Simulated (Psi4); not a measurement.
Psi4 1.11, PBE/def2-svp: Na(OH) ([OH][Na]), 3 atoms. The geometry is a generated start, not checked to be a minimum at this level.

```json
{
  "task": "energy",
  "method": "pbe",
  "basis": "def2-svp",
  "memory": "3 GB",
  "maxiter": "100",
  "keys_of_the_molecule_block": "symmetry c1",
  "scf_type": "df (default)",
  "diis_max_vecs": "10 (default)",
  "e_convergence": "1e-06 (default)",
  "d_convergence": "1e-06 (default)",
  "dft_radial_points": "75 (default)",
  "dft_spherical_points": "302 (default)",
  "basis_functions": "34",
  "grid_points": "65232"
}
```

```xyz
3

Na    -0.9972    -0.7468    -0.8397
O      0.2783     0.0014     0.2181
H      0.7188     0.7454     0.6215
```

With the defaults (diis = true, scf_initial_accelerator = adiis, damping_percentage = 0, guess = auto, which took SAD, soscf = false, level_shift = 0, level_shift_cutoff = 0.01) it converges in 8 SCF iterations. One run each on 2 threads, with these changes:
- soscf = true
- guess = huckel
- guess = core
- diis = false, scf_initial_accelerator = none, damping_percentage = 60
- guess = sap
- damping_percentage = 20
- guess = modhuckel
- level_shift = 0.1, level_shift_cutoff = 0.001
- scf_initial_accelerator = none

Problem. Name the settings that don't reach the solution of the defaults.

Solution. No convergence: diis = false, scf_initial_accelerator = none, damping_percentage = 60 (the run ends without SCF convergence in 100 iterations). The rest reach the solution of the defaults.

```tsv
setting	SCF iterations	JK calls	end
soscf = true	7	17	same solution
the defaults	8	9	same solution
guess = sap	8	8	same solution
scf_initial_accelerator = none	9	10	same solution
guess = huckel	9	24	same solution
guess = modhuckel	9	24	same solution
guess = core	11	11	same solution
level_shift = 0.1, level_shift_cutoff = 0.001	11	12	same solution
damping_percentage = 20	21	22	same solution
diis = false, scf_initial_accelerator = none, damping_percentage = 60	100	101	no convergence
```

An SOSCF iteration holds several JK calls; a Hückel guess adds calls on atoms. 1 further run of the study ended by our limits or in an error and is left out.
